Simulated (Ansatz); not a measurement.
A calculation on CsCl-type CuZn returned lattice constant a 3.001 Å, bulk modulus 101 GPa, cohesive energy 1.97 eV/atom.

For reference: lattice constant a 2.958 Å (measured, temperature not stated, not corrected to a static lattice; as tabulated in First-Principles Study on the Electrical and Thermal Conductivities of Cu–Zn …); bulk modulus 116 GPa (measured, temperature not stated, not corrected to a static lattice; as tabulated in Nepal et al. (2020), arXiv:2007.11150).

### Question
Which level of theory produced these numbers?
A) rVV10 (Ansatz (an electronic-structure program))
B) RPBE (Ansatz)
C) BLYP (Ansatz)
D) r²SCAN-D4 (Ansatz)

### Answer
B, RPBE (Ansatz)

The others give: BLYP 3.029 Å, 91.2 GPa, 1.62 eV/atom; rVV10 2.977 Å, 112 GPa, 2.54 eV/atom; r²SCAN-D4 2.907 Å, 140 GPa, 2.95 eV/atom.

Unless a cell is named, each level is at its own relaxed cell (BLYP 13.89, r²SCAN-D4 12.28, RPBE 13.52, rVV10 13.20 Å³/atom).

Ansatz's density-functional and Hartree–Fock values are scalar-relativistic unless marked +SOC, with PAW data made under PBE.
